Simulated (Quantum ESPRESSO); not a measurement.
Several settings converged on Na (Im-3m, 1 atom in the cell)

```xyz
1
Lattice="2.1406 2.1406 2.1406 -2.1406 2.1406 2.1406 -2.1406 -2.1406 2.1406" Properties=species:S:1:pos:R:3 pbc="T T T"
Na     0.0000     0.0000     0.0000
```

Base method: PBE, PseudoDojo stringent norm-conserving (PBE) pseudopotentials (plane waves; Quantum ESPRESSO).

Base settings: ecutwfc = 90 Ry; occupations = smearing; smearing = fermi-dirac; degauss = 0.0073499 Ry; potentials = {Na: Na.upf}; K_POINTS = automatic 11 11 11 0 0 0; conv_thr = 1e-09 Ry.

The count of work is k-points × plane waves × bands × iterations; it is no time. Core times come from one kind of shared machine, to one figure; runs under 30 s give none.

**The k-point mesh**

The second cell is the first with its lattice scaled by 0.98.

Only quantities that move along the ladder and can be compared are tabulated.

| K_POINTS | free energy less the last step's (meV/atom) | energy of the compressed cell less the first (meV/atom) | pressure (GPa) | count of work / last |
|---|---|---|---|---|
| automatic 2 2 2 0 0 0 | 911.06 | 24.14 | 1.38 | 0.011 |
| automatic 4 4 4 0 0 0 | 77.78 | 1.49 | -0.12 | 0.028 |
| automatic 6 6 6 0 0 0 | 18.73 | -1.46 | -0.31 | 0.056 |
| automatic 8 8 8 0 0 0 | 5.99 | -2.30 | -0.37 | 0.10 |
| automatic 10 10 10 0 0 0 | 2.43 | -2.49 | -0.38 | 0.17 |
| automatic 11 11 11 0 0 0 | -1.44 | -2.79 | -0.40 | 0.20 |
| automatic 14 14 14 0 0 0 | -0.31 | -2.69 | -0.39 | 0.37 |
| automatic 21 21 21 0 0 0 | 0.00 | -2.67 | -0.39 | 1.0 |

Coarsest K_POINTS that holds the energy of the compressed cell less the first within 2 meV/atom of the last step, with all finer ones: automatic 6 6 6 0 0 0, at 0.056 of the last step's count of work; the step before is off by 4.2 meV/atom.

Coarsest K_POINTS that holds the free energy within 1 meV/atom of the last step, with all finer ones: automatic 14 14 14 0 0 0, at 0.37 of the last step's count of work; the step before is off by 1.4 meV/atom.

Coarsest K_POINTS that holds the pressure within 0.2 GPa of the last step, with all finer ones: automatic 6 6 6 0 0 0, at 0.056 of the last step's count of work; the step before is off by 0.28 GPa.

The energy difference between the two cells stays within 1 meV/atom of the last step's from automatic 8 8 8 0 0 0 on, the total only from automatic 14 14 14 0 0 0 on: much of the error is common to both cells and cancels.

**The k-point mesh at a smearing width of 0.3 eV**

In this ladder: degauss = 0.02205 Ry.

Only quantities that move along the ladder and can be compared are tabulated.

```tsv
K_POINTS	free energy less the last step's (meV/atom)	pressure (GPa)	count of work / last	core time / last (rough)
automatic 4 4 4 0 0 0	31.39	-0.07	0.016	–
automatic 5 5 5 0 0 0	-6.98	-0.28	0.019	–
automatic 6 6 6 0 0 0	3.93	-0.22	0.031	–
automatic 8 8 8 0 0 0	0.90	-0.24	0.057	–
automatic 12 12 12 0 0 0	0.00	-0.25	0.14	0.1
automatic 17 17 17 0 0 0	0.00	-0.25	0.32	0.2
automatic 26 26 26 0 0 0	0.00	-0.25	1.0	1
```

Coarsest K_POINTS that holds the pressure within 0.05 GPa of the last step, with all finer ones: automatic 5 5 5 0 0 0, at 0.019 of the last step's count of work; the step before is off by 0.18 GPa.

Coarsest K_POINTS that holds the free energy within 1 meV/atom of the last step, with all finer ones: automatic 8 8 8 0 0 0, at 0.057 of the last step's count of work; the step before is off by 3.9 meV/atom.

**The mesh under tetrahedron occupations**

In this ladder: occupations = tetrahedra_opt; smearing = default; degauss = default.

Only quantities that move along the ladder and can be compared are tabulated.

```csv
K_POINTS,free energy less the last step's (meV/atom),pressure (GPa),count of work / last
automatic 5 5 5 0 0 0,105.49,-0.19,0.022
automatic 6 6 6 0 0 0,68.78,-0.26,0.035
automatic 7 7 7 0 0 0,43.31,-0.31,0.044
automatic 9 9 9 0 0 0,18.67,-0.36,0.077
automatic 11 11 11 0 0 0,8.52,-0.39,0.12
automatic 16 16 16 0 0 0,1.43,-0.41,0.32
automatic 25 25 25 0 0 0,0.00,-0.41,1.0
```

Coarsest K_POINTS that holds the free energy within 5 meV/atom of the last step, with all finer ones: automatic 16 16 16 0 0 0, at 0.32 of the last step's count of work; the step before is off by 8.5 meV/atom.

Coarsest K_POINTS that holds the pressure within 0.2 GPa of the last step, with all finer ones: automatic 6 6 6 0 0 0, at 0.035 of the last step's count of work; the step before is off by 0.22 GPa.

On the base run: the starting cell has typed, rounded lattice constants, without a prior relaxation at this level. Its lattice was rescaled by up to half a per cent.
